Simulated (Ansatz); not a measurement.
An Ansatz (a quantum-chemistry and plane-wave program) run: YAl3; Ansatz PBEsol, no SOC.

Input:

Ansatz 0.2 input:
```yaml
crystal:
  lattice:
    - [6.2079771044, 0, 0]
    - [-3.1039885522, 5.3762658786, 0]
    - [0, 0, 4.5929246816]
  atoms:
    - { symbol: Y, position: [0.3333333333, 0.6666666667, 0.75] }
    - { symbol: Y, position: [0.6666666667, 0.3333333333, 0.25] }
    - { symbol: Al, position: [0.147894603, 0.2957892059, 0.25] }
    - { symbol: Al, position: [0.852105397, 0.7042107941, 0.75] }
    - { symbol: Al, position: [0.852105397, 0.147894603, 0.75] }
    - { symbol: Al, position: [0.147894603, 0.852105397, 0.25] }
    - { symbol: Al, position: [0.7042107941, 0.852105397, 0.25] }
    - { symbol: Al, position: [0.2957892059, 0.147894603, 0.75] }
basis: { ecutwfc: 420, ecutrho_ratio: 4, xc_grid: 2, fft_grid_basis: typed }
kpoints: { mp_grid: { grid: [9, 9, 10] } }
hamiltonian:
  xc: pbesol
  dispersion: none
  pseudopotentials: { kind: paw }
scf: { occupations: { method: fermi_dirac, width: 0.05 }, convergence: { dr2_threshold: 0.0000000008 } }
output: { forces: true, stress: true }
```

Output (explanatory and most iteration lines left out):

```
Pseudopotential: Y, paw, valence charge 11
Pseudopotential: Al, paw, valence charge 3
Crystal: 8 atoms, lattice volume = 153.292 Å³
Basis set: ecut = 420 eV, 3033 PW (Γ), exchange–correlation on 90×90×64 points (8 copies of the dense FFT grid, shifted against one another)
Bands: 28, of which v1, the nominal top of the filled ones, is band 20 counted from 1 (19 counted from 0)
Symmetry: 24 space group operations
Space group: P63/mmc (ITA 194), of the structure as read, at distance tolerance 5.4e-5 Å
k-points: 72 of 810
Functional: x = pbesol(κ = 0.804, μ = 0.12345679012345678), c = pbesol(β = 0.046)
SCF iter   1: F=—  HF=-10741.054127 eV  |F-HF|=—  |Δ(HF+E_count)|=         —  Δρ=1.57e-3  dr2=2.55e-3  ethr=1.77e-3  ⟨swp⟩=6.6  Hψ=10131  notcnv=0
SCF iter   2: F=—  HF=-10741.054696 eV  |F-HF|=—  |Δ(HF+E_count)|=   5.69e-4  Δρ=9.74e-4  dr2=1.38e-3  ethr=6.39e-6  ⟨swp⟩=1.9  Hψ=3144  notcnv=0  defer=8
SCF 1 converged in 7 iterations: F = -10741.054490 eV  dr2 = 8.42e-11
SCF converged after 7 iterations
Free energy (F): -10741.054490 eV
Internal energy: -10741.031684 eV  (E = F + TS)
E sigma→0 (E₀):  -10741.043087 eV
Entropy (-TS):   -0.022805 eV (-2.851 meV/atom)
Fermi energy:    8.874644 eV
--- Forces (eV/Å), atoms counted from 1 ---
  atom   1  Y      0.00000000    -0.00000000     0.00000000
  atom   2  Y      0.00000000     0.00000000     0.00000000
  atom   3  Al     0.00000000    -0.00046318     0.00000000
  atom   4  Al     0.00000000     0.00046318     0.00000000
  atom   5  Al     0.00040112    -0.00023159     0.00000000
  atom   6  Al    -0.00040112     0.00023159     0.00000000
  atom   7  Al     0.00040112     0.00023159     0.00000000
  atom   8  Al    -0.00040112    -0.00023159     0.00000000
--- Stress (GPa, compression-positive) ---
       -0.000186      -0.000000       0.000000
       -0.000000      -0.000186       0.000000
        0.000000       0.000000      -0.002620
  P = ⅓ Tr σ = -0.0010 GPa (-0.010 kbar)
```

No phonon test of stability was made. All final runs are without spin polarisation. The cell is YAl$_{3}$ (space group P6_3/mmc, No. 194; a cell from a computed database, its experimental status unchecked).
